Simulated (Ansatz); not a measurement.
Au: response to strain

Take Au in the fcc (Cu type) structure (space group Fm-3m, No. 225; a = 4.125 Å; relaxed with 0.1 eV smearing) as the base.

Strains are applied to the cell and any free atomic positions relax.

Method: r2SCAN, PAW, 500 eV (Ansatz, a program for electronic structure; without spin-orbit coupling).

Notes on the quantities. energy relative to the base: free energy F.

```tsv
change	pressure	energy relative to the base	volume per atom
base	0.0 GPa	0 meV/atom	17.54 Å³
isotropic strain −3.00 %	18.4 GPa	+79 meV/atom	16.01 Å³
isotropic strain −2.50 %	___	+54 meV/atom	16.26 Å³
isotropic strain −2.00 %	___	+33 meV/atom	16.51 Å³
isotropic strain −1.50 %	8.0 GPa	+18 meV/atom	16.76 Å³
isotropic strain −1.00 %	___	___	17.02 Å³
isotropic strain −0.50 %	2.4 GPa	+1.9 meV/atom	17.28 Å³
```

Problem. Complete the table.

Solution. 
- isotropic strain −2.50 %, pressure: 14.6 GPa
- isotropic strain −2.00 %, pressure: 11.1 GPa
- isotropic strain −1.00 %, pressure: 5.1 GPa
- isotropic strain −1.00 %, energy relative to the base: +7.9 meV/atom

No phonon test of stability was made.
